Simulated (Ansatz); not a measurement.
# How the band gap of GeSb4Te7 (P-3m1, No. 164, 12 atoms in the cell; start mp-29641) moves with the method

No measured value is used here.

```
level (code)           value (eV)  cell (Å³/atom)
---------------------  ----------  --------------
LDA (Ansatz)                 0.00           29.80
r²SCAN+rVV10 (Ansatz)        0.36           31.73
HSE06 (Ansatz)               0.26           30.53
PBE0 (Ansatz)                0.64           30.53
```

Computed values are for a static lattice. Spin–orbit coupling is included only where a level's name says +SOC; with heavier elements it mostly lowers gaps and can invert bands. A gap of zero means that the bands touch or overlap; how far they overlap is not shown.  LDA: the relaxation could not lower the start's symmetry, so the cell can be a saddle point above a distorted one. Values are at the level's own relaxed cell; HSE06 at the PBEsol cell; PBE0 at the PBEsol cell. Cutoffs and k meshes differ between the levels. Ansatz's density-functional and Hartree–Fock values are scalar-relativistic unless marked +SOC, with PAW data made under PBE.

A start named mp-… is a Materials Project structure, which need not be a measured phase.

Ansatz is a program for electronic structure.
